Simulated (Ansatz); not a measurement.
For Pd (model structure, from the simple cubic type, Pm-3m, No. 221), PBE (PAW; Ansatz, a first-principles code) gives:

| Property | Value |
|---|---|
| lattice constant a | 2.614 Å |
| bulk modulus B0 | 122 GPa |
| cohesive energy | 3.20 eV/atom |

### Question
What does r²SCAN (PAW; Ansatz) give for the same quantities?

### Answer

- lattice constant a: 2.588 Å (drops by 1.0 %)
- bulk modulus: 137 GPa (goes up by 12 %)
- cohesive energy: 3.60 eV/atom (grows by 0.40 eV/atom)

Changes are worked out from the printed values.

Unless a cell is named, each level is at its own relaxed cell (PBE 17.86, r²SCAN 17.33 Å³/atom).

Caveats: the bulk modulus is −V dP/dV from two relaxed cells at ±2 % in volume (PBE, r²SCAN). Ansatz's density-functional and Hartree–Fock values are scalar-relativistic unless marked +SOC, with PAW data made under PBE.

A model structure was made by putting elements into a prototype or built by hand; it is no filed structure, need not be a known phase, and can be a saddle point held by its symmetry.
